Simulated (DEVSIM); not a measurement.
Device: illuminated Si n-on-p cell, one wavelength, with a back-surface field, at 350 K.

```tsv
layer (left to right)	material	thickness (μm)	Nd (cm⁻³)	Na (cm⁻³)	τn (s)	τp (s)	absorption coefficient (cm⁻¹)
1	Si	0.0830	2.8e18	-	1e-8	2.9e-9	9400
2	Si	180	-	7.9e15	1e-7	1e-7	9400
3	Si	0.840	-	3.5e18	1e-7	1e-7	9400
```

Left contact: ohmic, minority hole recombination velocity 4e6 cm/s. Right contact: ohmic, minority electron recombination velocity 7000 cm/s. Voltage is applied to the left contact. Recombination: SRH at mid-gap, radiative, Auger. Light enters at the left, 9.2e16 photons cm⁻² s⁻¹, one pass, no reflection. Mobility is constant in doping.

This is a model device: material constants are rounded textbook-type values typed into the input, and sizes, dopings and lifetimes were drawn at random. Values at 300 K; Nc and Nv go as T^1.5, mobilities as T to minus their exponent, the gap by Varshni's rule with the affinity fixed.

| parameter | Si |
|---|---|
| gap (eV) | 1.124 |
| affinity (eV) | 4.05 |
| permittivity | 11.7 |
| Nc (cm⁻³) | 2.86e19 |
| Nv (cm⁻³) | 3.1e19 |
| μn (cm²/Vs) | 1417 |
| μp (cm²/Vs) | 470 |
| T exponent of μn | 2.3 |
| T exponent of μp | 2.2 |
| B (cm³/s) | 4.7e-15 |
| Cn (cm⁶/s) | 2.8e-31 |
| Cp (cm⁶/s) | 9.9e-32 |
| Varshni α (eV/K) | 0.000473 |
| Varshni β (K) | 636 |

Model (solved in DEVSIM): 1D drift-diffusion, Boltzmann statistics, complete ionisation; no tunnelling, impact ionisation, image-force lowering or self-heating.

The photon flux was swept, all else fixed.

```json
[
 {"photon flux (cm^-2 s^-1)": "2.8e15", "short-circuit current (mA/cm²)": "0.418", "fill factor": "0.62", "open-circuit voltage (V)": "0.258", "largest power (mW/cm²)": "0.0674"},
 {"photon flux (cm^-2 s^-1)": "9.2e15", "short-circuit current (mA/cm²)": "1.37", "fill factor": "0.66", "open-circuit voltage (V)": "0.298", "largest power (mW/cm²)": "0.271"},
 {"photon flux (cm^-2 s^-1)": "2.8e16", "short-circuit current (mA/cm²)": "___", "fill factor": "___", "open-circuit voltage (V)": "___", "largest power (mW/cm²)": "0.968"},
 {"photon flux (cm^-2 s^-1)": "9.2e16", "short-circuit current (mA/cm²)": "13.7", "fill factor": "0.72", "open-circuit voltage (V)": "0.371", "largest power (mW/cm²)": "3.67"},
 {"photon flux (cm^-2 s^-1)": "2.8e17", "short-circuit current (mA/cm²)": "41.8", "fill factor": "0.73", "open-circuit voltage (V)": "0.405", "largest power (mW/cm²)": "12.4"},
 {"photon flux (cm^-2 s^-1)": "9.2e17", "short-circuit current (mA/cm²)": "137", "fill factor": "0.74", "open-circuit voltage (V)": "0.442", "largest power (mW/cm²)": "45.2"},
 {"photon flux (cm^-2 s^-1)": "2.8e18", "short-circuit current (mA/cm²)": "419", "fill factor": "0.74", "open-circuit voltage (V)": "0.475", "largest power (mW/cm²)": "147"}
]
```

Question: Complete the blanks.

Answer: 
- 2.8e16, short-circuit current (mA/cm²): 4.18
- 2.8e16, fill factor: 0.69
- 2.8e16, open-circuit voltage (V): 0.333
